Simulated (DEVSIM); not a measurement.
System: abrupt GaAs p-n junction, at 300 K.

Layer 1 from the left is GaAs, thickness (μm) 0.710, Na (cm⁻³) 3.9e17, τn (s) 3.4e-8, τp (s) 3.4e-8. Layer 2 from the left is GaAs, thickness (μm) 67.0, Nd (cm⁻³) 8.9e14, τn (s) 3.4e-8, τp (s) 3.4e-8.

Left contact: ohmic. Right contact: ohmic. Voltage is applied to the left contact. Recombination: SRH at mid-gap. Mobility is constant in doping.

The device is made up for the run: typed textbook-type constants, with dimensions and the other settings drawn at random. Values at 300 K.

GaAs: gap (eV) 1.424, affinity (eV) 4.07, permittivity 12.9, Nc (cm⁻³) 4.7e17, Nv (cm⁻³) 9e18, μn (cm²/Vs) 8500, μp (cm²/Vs) 400.

Model (solved in DEVSIM): 1D drift-diffusion, Boltzmann statistics, complete ionisation; no tunnelling, impact ionisation, image-force lowering or self-heating.

### Question
What does the simulation give for the dark forward voltage at 1 A/cm², the dark forward voltage at 100 A/cm², the potential step across the device at zero bias, the largest field in the device at zero bias?

### Answer
dark forward voltage at 1 A/cm² 1.000 V; dark forward voltage at 100 A/cm² 1.468 V; potential step across the device at zero bias 1.181 V; largest field in the device at zero bias 35000 V/cm.
